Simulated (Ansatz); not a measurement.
# How far to go with the k-point mesh: SnSe2 (P3m1, 3 atoms in the cell)

```yaml
crystal:
  lattice:
    - [1.89928, -3.28966, 0.00000]
    - [1.89928, 3.28966, 0.00000]
    - [0.00000, 0.00000, 6.12158]
  atoms:
    - { symbol: Sn, position: [0.00000, 0.00000, 0.00817] }
    - { symbol: Se, position: [0.33333, 0.66667, 0.25000] }
    - { symbol: Se, position: [0.66667, 0.33333, 0.75000] }
```

Method: LDA (PW92), PAW files made with PBE (plane waves; Ansatz, a program for electronic structure).

Base settings: basis.ecutwfc = 420 eV; kpoints.mp_grid.grid = 8 8 4; hamiltonian.xc = lda; hamiltonian.pseudopotentials = {kind: paw} (the program's default PAW files); scf.occupations.method = fermi_dirac; scf.occupations.width = 0.05 eV.

The second cell is the first with its lattice scaled by 0.98.

Only quantities that move along the ladder and can be compared are tabulated.

The count of work is k-points × plane waves × bands × iterations; it is no time. 

The starting cell has typed, rounded lattice constants, without a prior relaxation at this level. Its lattice was rescaled by up to half a per cent. One atom was moved a little off its site on purpose. Ansatz's pressure includes its estimate of the finite-basis (Pulay) stress.

| kpoints.mp_grid.grid | free energy less the last step's (meV/atom) | energy of the compressed cell less the first (meV/atom) | pressure (GPa) | largest difference of a force vector from the last step's (eV/Å) | count of work / last |
|---|---|---|---|---|---|
| 2 2 1 | 574.25 | 70.91 | 5.03 | 0.755 | 0.0035 |
| 2 2 2 | 594.80 | 83.22 | 6.16 | 0.133 | 0.0080 |
| 3 3 2 | 142.42 | 47.75 | 2.54 | 0.112 | 0.012 |
| 4 4 2 | 34.61 | 38.34 | 1.59 | 0.055 | 0.016 |
| 4 4 3 | 41.96 | 39.13 | 1.67 | 0.107 | 0.018 |
| 5 5 3 | 14.23 | 36.14 | 1.38 | 0.056 | 0.021 |
| 6 6 3 | 6.95 | 35.36 | 1.30 | 0.041 | 0.030 |
| 6 6 4 | 4.33 | 35.12 | 1.28 | 0.013 | 0.043 |
| 7 7 4 | 1.79 | 34.83 | 1.25 | 0.006 | 0.050 |
| 8 8 4 | 0.78 | 34.72 | 1.24 | 0.002 | 0.062 |
| 9 9 5 | 0.34 | 34.72 | 1.24 | 0.002 | 0.089 |
| 10 10 5 | 0.17 | 34.70 | 1.24 | 0.001 | 0.10 |
| 11 11 6 | 0.10 | 34.69 | 1.24 | 0.001 | 0.15 |
| 12 12 7 | 0.04 | 34.69 | 1.24 | 0.000 | 0.20 |
| 13 13 7 | 0.02 | 34.69 | 1.23 | 0.000 | 0.22 |
| 14 14 8 | 0.01 | 34.69 | 1.24 | 0.000 | 0.30 |
| 16 16 9 | 0.00 | 34.69 | 1.24 | 0.000 | 0.41 |
| 18 18 10 | 0.00 | 34.69 | 1.24 | 0.000 | 0.59 |
| 20 20 11 | 0.00 | 34.69 | 1.24 | 0.000 | 0.76 |
| 22 22 12 | 0.00 | 34.69 | 1.24 | 0.000 | 1.0 |

Coarsest kpoints.mp_grid.grid that holds the free energy within 2 meV/atom of the last step, with all finer ones: 7 7 4, at 0.050 of the last step's count of work; the step before is off by 4.3 meV/atom.

Coarsest kpoints.mp_grid.grid that holds the pressure within 0.1 GPa of the last step, with all finer ones: 6 6 3, at 0.030 of the last step's count of work; the step before is off by 0.14 GPa.

Coarsest kpoints.mp_grid.grid that holds the energy of the compressed cell less the first within 0.5 meV/atom of the last step, with all finer ones: 6 6 4, at 0.043 of the last step's count of work; the step before is off by 0.66 meV/atom.

The energy difference between the two cells stays within 1 meV/atom of the last step's from 6 6 3 on, the total only from 8 8 4 on: much of the error is common to both cells and cancels.

Keys are those of Ansatz 0.2.
